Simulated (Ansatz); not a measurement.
Consider CdS in the zinc blende structure (space group F-43m, No. 216; a = 5.8243 Å). Axes: x, y, z lie along the cube axes.

Computed with DFT with PBEsol, PAW potentials and a 420 eV plane-wave cutoff in Ansatz (an electronic-structure program), no spin-orbit coupling.

For the base:

- Pressure = 0.00 GPa
- Band gap = 1.01 eV

One thing is altered: biaxial strain −2.75 %, plane normal [110], relaxed out of plane (Cartesian); in-plane vectors clamped, the third vector and the atoms free.

**Question.** Predict the new pressure.

**Answer.** The pressure (mean of the normal stresses, compression positive) goes from zero to 1.59 GPa.

**Question.** What happens to the band gap?

**Answer.** The band gap shrinks by 0.057 eV, from 1.01 eV to 0.96 eV.

Whether these cells are dynamically stable was not tested.
